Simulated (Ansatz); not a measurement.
Output of an Ansatz run (abridged):

```
WARN ansatz: RAYON_NUM_THREADS=1 ignored (pool sized by the plan → 1); use --threads N
Pseudopotentials: kind: paw
Pseudopotential: K, paw, valence charge 9
Pseudopotential: Pd, paw, valence charge 18
Crystal: 3 atoms, lattice volume = 118.778 Å³
Basis set: ecut = 420 eV, 2329 PW (Γ), exchange–correlation on 80×80×50 points (8 copies of the dense FFT grid, shifted against one another)
Bands: 22, of which v1, the nominal top of the filled ones, is band 18 counted from 1 (17 counted from 0)
Symmetry: 8 space group operations
Space group: P4mm (ITA 99), of the structure as read, at distance tolerance 4.9e-5 Å
k-points: 50 of 324 (time reversal used)
PAW frozen core: K, regenerated for the run's functional, and the local potential with it
PAW frozen core: Pd, regenerated for the run's functional, and the local potential with it
Initial density: superposition of atomic densities (neutral atoms: chi_scale 0, normalization atom), corrected by the library's trained network
Initial wavefunctions: pseudopotential atomic-orbital guess
Eigensolver: davidson
Functional: x = pbesol(κ = 0.804, μ = 0.12345679012345678), c = pbesol(β = 0.046)
SCF iter   1: F=—  HF=-9938.002575 eV  |F-HF|=—  |Δ(HF+E_count)|=         —  Δρ=4.87e-3  dr2=4.01e-2  ethr=1.77e-3  ⟨swp⟩=5.8  Hψ=5039  notcnv=0
all-band conjugate gradients solve this SCF's bands
preconditioner: auto → LDOS
SCF iter   2: F=—  HF=-9938.008160 eV  |F-HF|=—  |Δ(HF+E_count)|=   5.59e-3  Δρ=6.87e-3  dr2=6.64e-2  ethr=1.12e-4  ⟨swp⟩=2.0  Hψ=2512  notcnv=0
SCF iter   3: F=—  HF=-9937.997679 eV  |F-HF|=—  |Δ(HF+E_count)|=   1.05e-2  Δρ=1.65e-3  dr2=3.83e-3  ethr=1.12e-4  ⟨swp⟩=2.0  Hψ=2000  notcnv=0
SCF iter   4: F=—  HF=-9937.997048 eV  |F-HF|=—  |Δ(HF+E_count)|=   6.31e-4  Δρ=1.61e-4  dr2=3.41e-5  ethr=1.06e-5  ⟨swp⟩=2.0  Hψ=1462  notcnv=0
SCF iter   5: F=—  HF=-9937.997084 eV  |F-HF|=—  |Δ(HF+E_count)|=   3.61e-5  Δρ=3.51e-5  dr2=2.53e-6  ethr=9.48e-8  ⟨swp⟩=2.7  Hψ=2043  notcnv=0
SCF iter   6: F=—  HF=-9937.997085 eV  |F-HF|=—  |Δ(HF+E_count)|=   7.40e-7  Δρ=9.98e-6  dr2=2.38e-7  ethr=7.02e-9  ⟨swp⟩=2.4  Hψ=1737  notcnv=0
SCF iter   7: F=-9937.997085 eV  HF=-9937.997085 eV  |F-HF|=1.90e-8  |Δ(HF+E_count)|=   5.14e-8  Δρ=5.08e-6  dr2=3.41e-8  ethr=2.78e-10  ⟨swp⟩=4.8  Hψ=4292  notcnv=0
SCF 1 converged in 7 iterations: F = -9937.997085 eV  dr2 = 3.41e-8
SCF converged after 7 iterations
Free energy (F): -9937.997085 eV
Harris-Foulkes:  -9937.997085 eV  (|F-HF|=1.90e-8)
Internal energy: -9937.949748 eV  (E = F + TS)
E sigma→0 (E₀):  -9937.973416 eV
Entropy (-TS):   -0.047337 eV (-15.779 meV/atom)
Fermi energy:    4.766049 eV
--- Per-component energies (eV) ---
  E_band       = -604.506782
  E_kinetic    = 1023.800758
  E_local      = -5014.168406  (includes V_loc(G=0)·N_el)
  E_nonlocal   = 248.769493
  E_hartree    = 2032.324822
  E_xc         = -431.959703
  E_vxc        = -534.882522  (∫ρ·V_xc dr)
  E_paw        = -5210.876305  (= ΣΔE_a)
  E_vpaw       = -392.672955  (= ΣTr[D̂ρ^β])
  E_aug_tail   = 0.000203  (compensation charges beyond the density's cutoff)
  E_ewald      = -2586.358903
  E_core_change = 0.518294  (= ΣΔE_core)
  E_smearing   = -0.047337  (= −TS)
  E_closure    = 0.000000  (closes the sum)
  Σ components = -9937.997085   (vs F -9937.997085, Δ=0.00e0)
--- Forces (eV/Å), atoms counted from 1 ---
  atom   1  K     -0.00000000     0.00000000     0.02013934
  atom   2  K     -0.00000000     0.00000000     0.02013934
  atom   3  Pd    -0.00000000     0.00000000    -0.03984223
  max |Σ_I F_I| component: 4.36e-4 eV/Å
--- Stress (GPa, compression-positive) ---
       -0.777308       0.000000       0.000000
        0.000000      -0.777308       0.000000
        0.000000       0.000000      -1.415467
  P = ⅓ Tr σ = -0.9900 GPa (-9.900 kbar)
  The stress holds the Pulay correction. Without it, at fixed plane waves, as pw.x and ABINIT print it: P = -0.9952 GPa
--- Band table (eV; the first three rows and the last of 50) ---
  k-point 0: bands = ["-78.1772", "-43.9795", "-43.9633", "-43.9633", "-26.3340", "-26.3120", "-10.0123", "-10.0123", "-9.7823", "-9.7823", "-9.7587", "-9.7315", "1.8262", "2.8708", "3.1025", "3.2032", "3.5213", "3.5213", "5.6819", "7.1141", [...]
  k-point 1: bands = ["-78.1772", "-43.9803", "-43.9633", "-43.9633", "-26.3303", "-26.3086", "-10.0069", "-10.0069", "-9.8043", "-9.7779", "-9.7779", "-9.7733", "2.0029", "2.9491", "3.1350", "3.2230", "3.4806", "3.4806", "5.7872", "7.1027", [...]
  k-point 2: bands = ["-78.1771", "-43.9822", "-43.9631", "-43.9631", "-26.3212", "-26.2998", "-9.9929", "-9.9929", "-9.9172", "-9.8774", "-9.7666", "-9.7666", "2.5066", "3.1607", "3.2124", "3.2736", "3.3819", "3.3819", "6.1095", "7.0562", "7.0562", "8.4315"]
  k-point 49: bands = ["-78.1770", "-43.9857", "-43.9628", "-43.9628", "-26.2935", "-26.2935", "-10.0881", "-10.0881", "-10.0307", "-9.8641", "-9.8561", "-9.6777", "2.9873", "2.9873", "3.2155", "3.2460", "3.3616", "5.0715", "6.6239", "7.1659", [...]
```

The structure:

```
CELL_PARAMETERS angstrom
      5.68409     0.00000     0.00000
      0.00000     5.68409     0.00000
      0.00000     0.00000     3.67632
ATOMIC_POSITIONS crystal
  K  0.00000 0.50000 0.50000
  K  0.50000 0.00000 0.50000
  Pd 0.00000 0.00000 0.01360
```

### Question
Reconstruct the input of this run.

### Answer
Other spellings and defaults could give the same log, and not every line can be read from it. The input that was run (DFT, PBEsol, plane waves, default PAW files made with PBE):

Ansatz 0.2 input:
```yaml
crystal:
  lattice:
    - [5.684091, 0.000000, 0.000000]
    - [0.000000, 5.684091, 0.000000]
    - [0.000000, 0.000000, 3.676316]
  atoms:
    - { symbol: K, position: [0.000000, 0.500000, 0.500000] }
    - { symbol: K, position: [0.500000, 0.000000, 0.500000] }
    - { symbol: Pd, position: [0.000000, 0.000000, 0.013601] }
basis:
  ecutwfc: 420.0
kpoints:
  mp_grid: { grid: [6, 6, 9] }
hamiltonian:
  xc: pbesol
  pseudopotentials: { kind: paw }
scf:
  occupations: { method: fermi_dirac, width: 0.1 }
output:
  forces: true
  eigenvalues: true
  stress: true
```

The starting cell comes from a database of computed structures (which also holds hypothetical and non-ambient phases and stackings), without a prior relaxation at this level. Its lattice was rescaled by up to half a per cent. One atom was moved a little off its site on purpose. Spin polarisation is off. Ansatz's pressure includes its estimate of the finite-basis (Pulay) stress.

Ansatz is a first-principles code.
